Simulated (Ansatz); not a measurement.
Band structure of KMg₆Cd (Amm2, 8 atoms in the cell).

```yaml
crystal:
  lattice:
    - [5.28674, 0.00000, 0.00000]
    - [0.00000, 3.36043, 5.74281]
    - [0.00000, -3.36043, 5.74281]
  atoms:
    - { symbol: K, position: [0.00000, 0.83158, 0.83158] }
    - { symbol: Mg, position: [0.00000, 0.33561, 0.82843] }
    - { symbol: Mg, position: [0.00000, 0.82843, 0.33561] }
    - { symbol: Mg, position: [0.00000, 0.33673, 0.33673] }
    - { symbol: Mg, position: [0.50000, 0.18714, 0.65690] }
    - { symbol: Mg, position: [0.50000, 0.65690, 0.18714] }
    - { symbol: Mg, position: [0.50000, 0.16693, 0.16693] }
    - { symbol: Cd, position: [0.50000, 0.65669, 0.65669] }
```

Method: PBEsol, PAW files made with PBE (plane waves; Ansatz, an electronic-structure program).

Settings: basis.ecutwfc = 420 eV; kpoints.mp_grid.grid = 4 3 3; hamiltonian.xc = pbesol; hamiltonian.pseudopotentials = {kind: paw} (the program's default PAW files); scf.occupations.method = gaussian; scf.occupations.width = 0.05 eV; kpoints.band_path.npoints = 8.

The starting cell comes from a database of computed structures (which also holds hypothetical and non-ambient phases and stackings), without a prior relaxation at this level. Its lattice was rescaled by a random factor within 2.5 % of one.

Levels in eV from the Fermi level, bands 42 to 49:
| point | 42 | 43 | 44 | 45 | 46 | 47 | 48 | 49 |
|---|---|---|---|---|---|---|---|---|
| Γ | -1.75 | -1.31 | -1.29 | -1.20 | -0.24 | 2.02 | 2.10 | 2.62 |
| X | -0.48 | -0.40 | -0.37 | -0.09 | 0.38 | 0.62 | 1.07 | 1.08 |
| S | -0.62 | -0.06 | 0.16 | 0.17 | 0.84 | 0.91 | 1.30 | 1.39 |
| R | -2.24 | -1.58 | -1.28 | -0.92 | 1.59 | 1.74 | 2.31 | 2.34 |
| A | -3.28 | -2.33 | 0.36 | 0.44 | 0.54 | 0.69 | 1.13 | 2.38 |
| Z | -1.11 | -1.05 | -0.90 | -0.86 | -0.81 | -0.59 | 0.06 | 0.23 |
| Y | -0.67 | -0.11 | 0.15 | 0.26 | 0.75 | 1.00 | 1.52 | 1.68 |
| X1 | -0.48 | -0.40 | -0.37 | -0.09 | 0.38 | 0.62 | 1.07 | 1.08 |
| A1 | -3.28 | -2.33 | 0.36 | 0.44 | 0.54 | 0.69 | 1.13 | 2.38 |
| T | -2.16 | -1.89 | -1.20 | -1.03 | 1.70 | 2.01 | 2.13 | 2.37 |

Bands cross the Fermi level along this path, so the cell is metallic at this level.

Keys are those of Ansatz 0.2.
